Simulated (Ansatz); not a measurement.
## A computed series for WS2: response to strain

Consider WS₂ (space group P6_3/mmc, No. 194; a = 3.1147 Å, c = 11.7724 Å; layered, stacked along the Cartesian z axis). Axes: x lies along a and z along c of the hexagonal cell.

Strains are applied to the cell and any free atomic positions relax.

The values are results of PBEsol-D3(BJ) (Ansatz, a first-principles code; PAW; 420 eV plane waves; spin-orbit coupling left out), not measurements.

Notes on the quantities. energy relative to the base: free energy F.

```tsv
case	energy relative to the base	volume per atom	smallest direct gap
base	0 meV/atom	16.48 Å³	1.92 eV
uniaxial strain ε_xx = −3.00 %	+14 meV/atom	15.99 Å³	1.96 eV
uniaxial strain ε_xx = −2.40 %	[?]	16.09 Å³	2.00 eV
uniaxial strain ε_xx = −1.80 %	+4.8 meV/atom	16.19 Å³	2.04 eV
uniaxial strain ε_xx = −1.20 %	[?]	16.29 Å³	2.01 eV
uniaxial strain ε_xx = −0.60 %	[?]	16.39 Å³	1.96 eV
```

Problem. Fill in the withheld entries from the trend.

Solution. 
- uniaxial strain ε_xx = −2.40 %, energy relative to the base: +8.8 meV/atom
- uniaxial strain ε_xx = −1.20 %, energy relative to the base: +2.1 meV/atom
- uniaxial strain ε_xx = −0.60 %, energy relative to the base: +0.5 meV/atom

With W present, leaving out spin-orbit coupling can change the band edges. Gaps are read on the SCF mesh and a high-symmetry path. Whether these cells are dynamically stable was not tested.
